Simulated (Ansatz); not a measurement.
# Si well of 16 atomic layers along [001] in random Si0.7Ge0.3, interfaces sharp

Prepared with Tersoff's 1989 multicomponent potential (SiCGe.tersoff) (LAMMPS): minimisation. Geometry as solved with PBE, support functions at accuracy medium on the grid of 370 eV in Ansatz (an electronic-structure program).

```xyz
720
Lattice="16.67 0.00 0.00 0.00 16.67 0.00 0.00 0.00 54.97" Properties=species:S:1:pos:R:3 pbc="T T T"
Si     0.02     0.00     0.02
Si     1.37     1.36     1.41
Ge     2.78     2.71    -0.02
Ge     4.23     4.16     1.36
Si     2.76     0.03     2.79
Si     4.15     1.43     4.14
Si     0.01     2.75     2.80
Si     1.37     4.13     4.18
Si    -0.04    -0.01     5.48
Ge     1.39     1.37     6.90
Si     2.81     2.81     5.54
Si     4.20     4.18     6.92
Si     2.79     0.01     8.34
Si     4.16     1.42     9.68
Si    -0.01     2.75     8.32
Ge     1.43     4.14     9.66
Si     0.03    -0.01    11.09
Si     1.39     1.41    12.43
Si     2.81     2.77    11.10
Si     4.19     4.15    12.48
Ge     2.78     0.05    13.86
Si     4.21     1.43    15.26
Si     0.01     2.78    13.79
Ge     1.40     4.16    15.22
Si    -0.02     0.00    16.65
Si     1.39     1.39    17.98
Si     2.80     2.76    16.63
Si     4.17     4.17    17.97
Si     2.78    -0.01    19.33
Si     4.17     1.39    20.68
Si     0.00     2.78    19.32
Si     1.39     4.17    20.68
Si     0.00     0.00    22.04
Si     1.39     1.39    23.39
Si     2.78     2.78    22.03
Si     4.17     4.17    23.39
Si     2.78     0.00    24.74
Si     4.17     1.39    26.09
Si     0.00     2.78    24.74
Si     1.39     4.17    26.10
Si     0.00     0.00    27.45
Si     1.39     1.39    28.80
Si     2.78     2.78    27.45
Si     4.17     4.17    28.80
Si     2.78     0.00    30.15
Si     4.17     1.39    31.50
Si     0.00     2.78    30.15
Si     1.39     4.17    31.51
Si     0.00    -0.01    32.86
Si     1.39     1.38    34.22
Si     2.77     2.77    32.86
Si     4.17     4.16    34.20
Si     2.77    -0.01    35.57
Si     4.16     1.38    36.93
Si     0.00     2.77    35.57
Si     1.42     4.14    36.91
Si     0.01     0.00    38.31
Si     1.39     1.39    39.68
Si     2.77     2.75    38.29
Si     4.16     4.12    39.65
Si     2.79     0.03    41.03
Si     4.13     1.42    42.42
Si     0.00     2.75    41.08
Si     1.35     4.12    42.48
Si    -0.03     0.04    43.86
Si     1.39     1.40    45.21
Si     2.76     2.77    43.83
Si     4.12     4.13    45.24
Si     2.75     0.03    46.62
Si     4.15     1.39    48.00
Si     0.04     2.82    46.56
Si     1.42     4.16    47.96
Ge     0.03    -0.04    49.40
Ge     1.46     1.41    50.79
Si     2.82     2.81    49.34
Si     4.20     4.14    50.76
Si     2.85    -0.01    52.17
Si     4.21     1.36    53.53
Si     0.00     2.77    52.16
Ge     1.35     4.18    53.56
Si    -0.02     5.60    -0.01
Si     1.37     6.94     1.34
Ge     2.80     8.33    -0.02
Si     4.20     9.73     1.38
Ge     2.73     5.54     2.75
Ge     4.19     6.96     4.16
Ge    -0.04     8.32     2.74
Ge     1.40     9.76     4.16
Si     0.01     5.54     5.49
Ge     1.39     6.95     6.92
Si     2.80     8.36     5.55
Si     4.16     9.70     6.92
Si     2.83     5.55     8.29
Si     4.16     6.91     9.72
Si    -0.03     8.35     8.32
Si     1.37     9.69     9.70
Ge    -0.04     5.56    11.05
Ge     1.42     6.96    12.49
Si     2.80     8.35    11.05
Si     4.16     9.74    12.43
Si     2.84     5.54    13.85
Si     4.17     6.92    15.25
Si    -0.01     8.31    13.88
Ge     1.40     9.73    15.24
Si    -0.01     5.57    16.63
Si     1.39     6.94    17.98
Si     2.80     8.30    16.63
Si     4.18     9.71    17.96
Si     2.78     5.55    19.33
Si     4.17     6.95    20.68
Si     0.01     8.34    19.33
Si     1.40     9.72    20.69
Si     0.00     5.56    22.03
Si     1.39     6.95    23.39
Si     2.78     8.33    22.04
Si     4.17     9.73    23.39
Si     2.78     5.56    24.74
Si     4.17     6.95    26.09
Si     0.00     8.34    24.74
Si     1.39     9.72    26.09
Si     0.00     5.56    27.45
Si     1.39     6.95    28.80
Si     2.78     8.34    27.45
Si     4.17     9.72    28.80
Si     2.78     5.56    30.16
Si     4.17     6.95    31.51
Si     0.00     8.34    30.15
Si     1.39     9.73    31.51
Si     0.00     5.56    32.86
Si     1.39     6.95    34.22
Si     2.77     8.34    32.86
Si     4.16     9.73    34.22
Si     2.78     5.54    35.56
Si     4.18     6.91    36.91
Si    -0.01     8.34    35.56
Si     1.35     9.75    36.91
Ge    -0.02     5.53    38.30
Si     1.34     6.95    39.70
Ge     2.74     8.31    38.28
Ge     4.16     9.79    39.66
Ge     2.74     5.51    41.05
Ge     4.12     6.96    42.50
Si    -0.01     8.35    41.07
Si     1.39     9.70    42.43
Si     0.00     5.55    43.83
Si     1.36     6.93    45.22
Si     2.70     8.34    43.86
Ge     4.15     9.73    45.23
Si     2.76     5.54    46.58
Ge     4.16     6.94    48.00
Si    -0.02     8.30    46.60
Ge     1.37     9.72    48.01
Ge     0.03     5.58    49.35
Si     1.42     6.99    50.76
Si     2.79     8.35    49.42
Si     4.20     9.70    50.77
Ge     2.82     5.57    52.14
Si     4.23     6.96    53.55
Ge    -0.02     8.36    52.17
Si     1.37     9.73    53.59
Si     0.01    11.09     0.01
Si     1.37    12.49     1.37
Si     2.75    13.87     0.02
Ge     4.18    15.31     1.37
Si     2.79    11.12     2.70
Ge     4.16    12.53     4.09
Si     0.02    13.85     2.78
Si     1.35    15.31     4.12
Si    -0.03    11.14     5.55
Si     1.36    12.49     6.91
Ge     2.74    13.94     5.55
Si     4.15    15.32     6.96
Ge     2.77    11.11     8.31
Si     4.17    12.50     9.73
Ge     0.01    13.93     8.29
Si     1.41    15.31     9.71
Si     0.02    11.07    11.06
Ge     1.38    12.50    12.46
Si     2.77    13.89    11.04
Ge     4.18    15.25    12.46
Si     2.82    11.11    13.84
Si     4.19    12.47    15.23
Si    -0.04    13.90    13.85
Ge     1.37    15.26    15.26
Si     0.00    11.14    16.63
Si     1.40    12.50    17.98
Si     2.81    13.85    16.62
Si     4.17    15.28    17.97
Si     2.79    11.10    19.33
Si     4.17    12.50    20.67
Si     0.01    13.90    19.33
Si     1.39    15.28    20.69
Si     0.00    11.11    22.03
Si     1.39    12.50    23.39
Si     2.78    13.89    22.03
Si     4.17    15.28    23.39
Si     2.78    11.11    24.74
Si     4.17    12.50    26.09
Si     0.00    13.89    24.74
Si     1.39    15.28    26.09
Si     0.00    11.11    27.45
Si     1.39    12.50    28.80
Si     2.78    13.89    27.45
Si     4.17    15.28    28.80
Si     2.78    11.11    30.15
Si     4.17    12.50    31.51
Si     0.00    13.89    30.15
Si     1.39    15.28    31.51
Si     0.00    11.12    32.86
Si     1.39    12.51    34.22
Si     2.78    13.90    32.86
Si     4.17    15.29    34.21
Si     2.77    11.13    35.57
Si     4.15    12.53    36.92
Si     0.00    13.89    35.59
Si     1.39    15.28    36.95
Si    -0.01    11.12    38.31
Si     1.37    12.51    39.67
Si     2.77    13.89    38.32
Si     4.15    15.29    39.67
Si     2.71    11.13    41.06
Ge     4.17    12.49    42.43
Si    -0.03    13.89    41.02
Ge     1.35    15.32    42.42
Ge     0.01    11.11    43.84
Si     1.38    12.50    45.28
Ge     2.76    13.91    43.89
Si     4.13    15.34    45.26
Si     2.77    11.15    46.64
Si     4.15    12.49    48.05
Si     0.01    13.89    46.63
Si     1.42    15.26    47.96
Si    -0.07    11.13    49.37
Ge     1.35    12.53    50.74
Si     2.79    13.92    49.36
Si     4.16    15.30    50.74
Ge     2.77    11.08    52.16
Ge     4.17    12.50    53.62
Si    -0.03    13.92    52.16
Ge     1.41    15.29    53.56
Si     5.59     0.04    -0.04
Si     6.95     1.38     1.39
Si     8.28     2.82     0.02
Si     9.68     4.22     1.34
Si     8.32     0.00     2.76
Si     9.65     1.40     4.13
Si     5.60     2.75     2.79
Si     6.97     4.15     4.15
Ge     5.55     0.02     5.54
Si     6.96     1.43     6.96
Si     8.33     2.78     5.55
Si     9.74     4.15     6.89
Si     8.32     0.05     8.34
Si     9.72     1.41     9.70
Si     5.55     2.79     8.31
Si     6.92     4.14     9.72
Ge     5.59     0.04    11.06
Si     6.97     1.44    12.49
Si     8.34     2.79    11.09
Si     9.70     4.15    12.50
Si     8.31     0.03    13.83
Ge     9.72     1.40    15.24
Si     5.57     2.79    13.87
Si     6.93     4.18    15.24
Si     5.54     0.02    16.62
Si     6.94     1.40    17.97
Si     8.31     2.81    16.62
Si     9.72     4.17    17.98
Si     8.34     0.00    19.32
Si     9.72     1.39    20.68
Si     5.56     2.78    19.33
Si     6.95     4.17    20.68
Si     5.56     0.00    22.03
Si     6.95     1.39    23.39
Si     8.34     2.78    22.03
Si     9.72     4.17    23.39
Si     8.33     0.00    24.74
Si     9.73     1.39    26.09
Si     5.56     2.78    24.74
Si     6.95     4.17    26.09
Si     5.56     0.00    27.45
Si     6.95     1.39    28.80
Si     8.34     2.78    27.45
Si     9.73     4.17    28.80
Si     8.34     0.00    30.15
Si     9.73     1.39    31.51
Si     5.56     2.78    30.15
Si     6.95     4.17    31.51
Si     5.56     0.00    32.86
Si     6.95     1.39    34.22
Si     8.34     2.78    32.86
Si     9.73     4.16    34.22
Si     8.34     0.00    35.57
Si     9.76     1.36    36.92
Si     5.55     2.77    35.56
Si     6.93     4.18    36.90
Si     5.53    -0.01    38.29
Si     6.88     1.37    39.67
Ge     8.32     2.76    38.30
Ge     9.79     4.19    39.70
Ge     8.31    -0.04    41.03
Ge     9.73     1.41    42.45
Si     5.52     2.75    41.04
Ge     6.96     4.13    42.44
Ge     5.55     0.03    43.84
Si     6.95     1.43    45.25
Si     8.35     2.78    43.89
Si     9.75     4.15    45.22
Si     8.33     0.06    46.61
Si     9.76     1.37    47.98
Si     5.51     2.75    46.60
Ge     6.90     4.16    48.00
Si     5.51     0.05    49.42
Si     6.92     1.37    50.81
Ge     8.36     2.74    49.41
Si     9.75     4.21    50.73
Si     8.31    -0.02    52.15
Ge     9.65     1.42    53.57
Si     5.56     2.78    52.17
Si     6.92     4.15    53.57
Si     5.60     5.58    -0.05
Si     6.95     6.92     1.37
Ge     8.35     8.34    -0.02
Si     9.76     9.74     1.38
Si     8.33     5.56     2.77
Si     9.75     6.92     4.13
Si     5.57     8.32     2.71
Ge     7.01     9.68     4.11
Si     5.59     5.53     5.53
Si     6.96     6.93     6.87
Si     8.39     8.28     5.53
Si     9.76     9.68     6.88
Ge     8.31     5.52     8.28
Ge     9.70     7.00     9.69
Ge     5.56     8.30     8.31
Si     6.92     9.72     9.72
Si     5.56     5.53    11.09
Si     6.96     6.91    12.45
Si     8.29     8.37    11.11
Si     9.67     9.72    12.48
Si     8.32     5.54    13.86
Si     9.68     6.90    15.25
Ge     5.56     8.33    13.84
Si     6.97     9.74    15.23
Si     5.56     5.56    16.61
Si     6.94     6.95    17.96
Si     8.33     8.34    16.59
Si     9.71     9.72    17.97
Si     8.33     5.57    19.33
Si     9.73     6.95    20.68
Si     5.56     8.33    19.33
Si     6.94     9.72    20.69
Si     5.56     5.56    22.04
Si     6.95     6.95    23.39
Si     8.34     8.34    22.04
Si     9.73     9.73    23.39
Si     8.34     5.56    24.74
Si     9.73     6.95    26.09
Si     5.56     8.34    24.74
Si     6.95     9.73    26.09
Si     5.56     5.56    27.45
Si     6.95     6.95    28.80
Si     8.34     8.34    27.45
Si     9.72     9.73    28.80
Si     8.34     5.56    30.15
Si     9.72     6.95    31.51
Si     5.56     8.34    30.16
Si     6.95     9.73    31.51
Si     5.56     5.56    32.86
Si     6.95     6.95    34.21
Si     8.34     8.34    32.86
Si     9.73     9.73    34.21
Si     8.34     5.56    35.56
Si     9.76     6.93    36.89
Si     5.55     8.33    35.56
Si     6.92     9.75    36.89
Si     5.53     5.51    38.28
Ge     6.95     6.89    39.68
Ge     8.35     8.35    38.26
Si     9.70     9.74    39.70
Si     8.37     5.56    41.11
Si     9.72     6.92    42.51
Ge     5.57     8.36    41.10
Si     7.00     9.73    42.48
Ge     5.56     5.55    43.91
Si     6.96     7.01    45.24
Si     8.36     8.34    43.85
Si     9.74     9.70    45.24
Ge     8.37     5.59    46.60
Si     9.78     6.96    48.00
Si     5.58     8.35    46.62
Si     6.93     9.75    47.99
Si     5.55     5.56    49.44
Si     6.91     6.95    50.80
Ge     8.32     8.33    49.39
Si     9.70     9.71    50.84
Ge     8.34     5.55    52.18
Si     9.77     6.94    53.56
Si     5.57     8.35    52.17
Si     6.93     9.73    53.56
Si     5.59    11.08     0.02
Si     6.95    12.47     1.38
Ge     8.32    13.91     0.01
Si     9.72    15.28     1.44
Si     8.37    11.12     2.72
Ge     9.74    12.51     4.15
Si     5.61    13.90     2.74
Si     6.96    15.28     4.13
Ge     5.56    11.09     5.53
Si     6.95    12.51     6.89
Si     8.29    13.89     5.52
Ge     9.68    15.30     6.91
Ge     8.32    11.07     8.27
Ge     9.70    12.51     9.71
Ge     5.56    13.90     8.31
Si     6.99    15.30     9.69
Si     5.55    11.13    11.08
Si     6.94    12.49    12.46
Si     8.29    13.90    11.09
Ge     9.72    15.30    12.45
Si     8.33    11.13    13.85
Si     9.71    12.50    15.23
Si     5.56    13.83    13.85
Ge     6.94    15.28    15.23
Si     5.57    11.10    16.60
Si     6.95    12.50    17.96
Si     8.36    13.88    16.62
Si     9.73    15.28    17.98
Si     8.33    11.11    19.33
Si     9.72    12.50    20.68
Si     5.56    13.89    19.32
Si     6.95    15.28    20.68
Si     5.56    11.12    22.04
Si     6.95    12.50    23.39
Si     8.34    13.89    22.03
Si     9.72    15.28    23.39
Si     8.34    11.12    24.74
Si     9.73    12.50    26.09
Si     5.56    13.89    24.74
Si     6.95    15.28    26.10
Si     5.56    11.11    27.45
Si     6.95    12.50    28.80
Si     8.34    13.89    27.45
Si     9.73    15.28    28.80
Si     8.34    11.12    30.16
Si     9.73    12.51    31.51
Si     5.56    13.89    30.16
Si     6.95    15.28    31.51
Si     5.55    11.11    32.86
Si     6.94    12.51    34.21
Si     8.34    13.90    32.86
Si     9.73    15.28    34.21
Si     8.33    11.13    35.55
Si     9.71    12.53    36.90
Si     5.56    13.90    35.57
Si     6.94    15.29    36.93
Si     5.56    11.15    38.25
Ge     6.96    12.53    39.67
Si     8.36    13.92    38.26
Si     9.76    15.26    39.63
Si     8.34    11.09    41.07
Ge     9.75    12.51    42.45
Si     5.54    13.93    41.05
Si     6.92    15.25    42.44
Si     5.58    11.08    43.81
Ge     6.97    12.48    45.21
Si     8.31    13.91    43.80
Ge     9.70    15.31    45.21
Si     8.35    11.07    46.62
Si     9.70    12.46    47.99
Ge     5.51    13.90    46.63
Ge     6.94    15.35    48.03
Si     5.55    11.10    49.39
Si     6.94    12.45    50.79
Ge     8.35    13.86    49.42
Si     9.74    15.29    50.80
Si     8.30    11.08    52.17
Ge     9.74    12.48    53.54
Ge     5.57    13.91    52.16
Si     6.95    15.33    53.56
Ge    11.10     0.00     0.02
Si    12.50     1.37     1.42
Ge    13.86     2.78     0.00
Ge    15.30     4.20     1.42
Si    13.89     0.01     2.78
Si    15.26     1.39     4.14
Ge    11.08     2.81     2.76
Si    12.50     4.20     4.16
Ge    11.10     0.00     5.45
Ge    12.49     1.43     6.90
Si    13.89     2.80     5.48
Ge    15.28     4.17     6.91
Ge    13.93     0.00     8.31
Si    15.33     1.38     9.73
Si    11.07     2.78     8.29
Ge    12.52     4.14     9.67
Si    11.13     0.04    11.05
Si    12.50     1.39    12.44
Si    13.92     2.73    11.09
Si    15.27     4.13    12.45
Si    13.88     0.00    13.79
Ge    15.27     1.40    15.21
Si    11.13     2.79    13.82
Si    12.46     4.16    15.24
Si    11.12     0.00    16.64
Si    12.50     1.40    17.98
Si    13.86     2.81    16.61
Si    15.27     4.17    17.96
Si    13.89     0.01    19.34
Si    15.29     1.39    20.68
Si    11.11     2.78    19.33
Si    12.50     4.17    20.68
Si    11.11     0.00    22.04
Si    12.50     1.39    23.39
Si    13.89     2.78    22.03
Si    15.28     4.17    23.39
Si    13.89     0.00    24.74
Si    15.28     1.39    26.09
Si    11.12     2.78    24.74
Si    12.50     4.17    26.09
Si    11.11     0.00    27.45
Si    12.50     1.39    28.80
Si    13.89     2.78    27.45
Si    15.28     4.17    28.80
Si    13.89     0.00    30.16
Si    15.28     1.39    31.51
Si    11.12     2.78    30.15
Si    12.51     4.17    31.51
Si    11.12     0.00    32.86
Si    12.51     1.39    34.22
Si    13.90     2.78    32.87
Si    15.29     4.17    34.22
Si    13.90     0.00    35.58
Si    15.29     1.38    36.94
Si    11.13     2.77    35.58
Si    12.53     4.16    36.93
Si    11.14     0.00    38.31
Si    12.53     1.39    39.68
Si    13.90     2.76    38.30
Si    15.28     4.10    39.69
Si    13.93     0.03    41.04
Si    15.28     1.40    42.46
Si    11.19     2.78    41.08
Si    12.51     4.16    42.48
Si    11.12     0.02    43.82
Ge    12.50     1.42    45.21
Si    13.93     2.82    43.82
Si    15.29     4.19    45.22
Ge    13.89    -0.05    46.62
Ge    15.31     1.44    47.98
Si    11.10     2.81    46.64
Si    12.50     4.18    47.99
Si    11.09    -0.04    49.37
Ge    12.52     1.37    50.75
Si    13.86     2.81    49.35
Ge    15.26     4.16    50.78
Si    13.92    -0.04    52.14
Ge    15.30     1.36    53.55
Ge    11.11     2.83    52.17
Si    12.46     4.21    53.62
Si    11.10     5.59     0.01
Si    12.49     6.96     1.39
Si    13.90     8.33     0.02
Si    15.24     9.76     1.36
Si    13.85     5.59     2.79
Si    15.27     6.91     4.15
Si    11.11     8.34     2.77
Si    12.50     9.74     4.12
Si    11.11     5.55     5.53
Si    12.47     6.93     6.93
Ge    13.89     8.33     5.54
Si    15.30     9.74     6.94
Si    13.87     5.59     8.28
Si    15.24     6.97     9.65
Si    11.13     8.35     8.28
Si    12.51     9.70     9.65
Ge    11.10     5.55    11.12
Si    12.52     6.97    12.45
Si    13.86     8.31    11.03
Ge    15.29     9.68    12.44
Ge    13.90     5.56    13.86
Si    15.31     6.96    15.27
Ge    11.07     8.30    13.85
Ge    12.49     9.73    15.29
Si    11.09     5.55    16.60
Si    12.50     6.93    17.96
Si    13.92     8.31    16.64
Si    15.29     9.73    17.98
Si    13.89     5.55    19.33
Si    15.28     6.95    20.67
Si    11.11     8.33    19.32
Si    12.50     9.72    20.68
Si    11.11     5.56    22.03
Si    12.50     6.95    23.39
Si    13.89     8.34    22.03
Si    15.28     9.72    23.39
Si    13.89     5.56    24.74
Si    15.28     6.95    26.09
Si    11.12     8.34    24.74
Si    12.50     9.73    26.09
Si    11.12     5.56    27.45
Si    12.50     6.95    28.80
Si    13.89     8.34    27.45
Si    15.28     9.73    28.80
Si    13.89     5.56    30.16
Si    15.29     6.95    31.51
Si    11.11     8.34    30.15
Si    12.50     9.73    31.51
Si    11.11     5.55    32.86
Si    12.51     6.94    34.20
Si    13.89     8.34    32.85
Si    15.28     9.73    34.21
Si    13.89     5.56    35.56
Si    15.26     6.96    36.91
Si    11.13     8.34    35.55
Si    12.53     9.71    36.92
Si    11.16     5.58    38.26
Si    12.52     6.95    39.63
Si    13.91     8.35    38.30
Si    15.29     9.73    39.68
Ge    13.91     5.55    41.06
Si    15.34     6.94    42.45
Ge    11.09     8.30    41.05
Ge    12.52     9.76    42.45
Si    11.12     5.52    43.85
Si    12.48     6.89    45.24
Ge    13.92     8.30    43.88
Si    15.30     9.72    45.27
Si    13.89     5.54    46.61
Si    15.25     6.95    47.97
Si    11.12     8.30    46.58
Ge    12.53     9.69    47.98
Si    11.14     5.58    49.37
Si    12.48     6.97    50.76
Si    13.91     8.30    49.40
Si    15.24     9.74    50.74
Ge    13.85     5.60    52.22
Si    15.27     6.97    53.62
Si    11.09     8.31    52.15
Ge    12.50     9.71    53.55
Si    11.13    11.11     0.01
Si    12.50    12.50     1.37
Si    13.88    13.85     0.00
Ge    15.28    15.26     1.38
Si    13.88    11.13     2.76
Si    15.28    12.50     4.15
Si    11.15    13.90     2.74
Si    12.53    15.25     4.11
Si    11.14    11.09     5.53
Si    12.53    12.47     6.88
Si    13.89    13.87     5.51
Si    15.27    15.28     6.85
Si    13.88    11.09     8.28
Ge    15.24    12.49     9.72
Ge    11.16    13.90     8.30
Si    12.52    15.30     9.73
Ge    11.14    11.08    11.11
Si    12.49    12.55    12.48
Si    13.87    13.93    11.12
Si    15.28    15.30    12.46
Ge    13.90    11.16    13.87
Si    15.31    12.54    15.27
Si    11.09    13.86    13.86
Ge    12.51    15.27    15.23
Si    11.08    11.14    16.64
Si    12.50    12.51    17.98
Si    13.92    13.88    16.63
Si    15.28    15.29    18.00
Si    13.89    11.11    19.33
Si    15.28    12.50    20.68
Si    11.12    13.90    19.34
Si    12.50    15.29    20.69
Si    11.11    11.11    22.03
Si    12.50    12.50    23.38
Si    13.90    13.89    22.03
Si    15.28    15.28    23.39
Si    13.89    11.11    24.74
Si    15.28    12.50    26.09
Si    11.12    13.89    24.74
Si    12.50    15.28    26.09
Si    11.11    11.11    27.45
Si    12.50    12.51    28.80
Si    13.89    13.89    27.45
Si    15.28    15.28    28.80
Si    13.89    11.12    30.15
Si    15.28    12.51    31.51
Si    11.12    13.89    30.16
Si    12.51    15.28    31.51
Si    11.12    11.12    32.86
Si    12.51    12.51    34.22
Si    13.90    13.89    32.87
Si    15.29    15.28    34.23
Si    13.90    11.12    35.58
Si    15.28    12.51    36.95
Si    11.12    13.91    35.57
Si    12.51    15.29    36.94
Ge    11.12    11.13    38.31
Si    12.55    12.54    39.68
Si    13.91    13.92    38.30
Si    15.29    15.30    39.67
Si    13.93    11.14    41.03
Si    15.31    12.50    42.39
Si    11.13    13.90    41.01
Ge    12.51    15.31    42.41
Si    11.11    11.11    43.89
Si    12.53    12.45    45.23
Ge    13.93    13.86    43.83
Si    15.34    15.26    45.23
Si    13.93    11.12    46.60
Si    15.26    12.52    47.99
Ge    11.13    13.85    46.63
Si    12.50    15.25    48.06
Ge    11.09    11.10    49.43
Si    12.52    12.52    50.78
Si    13.89    13.87    49.40
Si    15.27    15.24    50.78
Si    13.88    11.11    52.13
Ge    15.29    12.48    53.56
Si    11.12    13.89    52.13
Ge    12.52    15.25    53.55
```
